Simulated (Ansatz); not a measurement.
Take AlN in the zinc blende structure (space group F-43m, No. 216; a = 4.3777 Å) as the base. Axes: x, y, z lie along the cube axes.

The values are results of PBEsol (Ansatz, an electronic-structure program), no spin-orbit coupling, not measurements.

For the base:

The band gap is 3.19 eV and the pressure is -0.01 GPa.

The change: the cell is compressed by 2.50 % along z with no lateral relaxation, atoms relaxed at fixed cell.

**Question.** How does this affect the band gap?

**Answer.** The band gap drops by 0.13 eV, from 3.19 eV to 3.06 eV.

**Question.** Predict the new pressure.

**Answer.** The pressure (mean of the normal stresses, compression positive) rises by 5.27 GPa (-0.01 GPa → 5.26 GPa).

The cells carry an imposed strain or load. Whether these cells are dynamically stable was not tested. This is not the structure that AlN has at room temperature and ambient pressure.
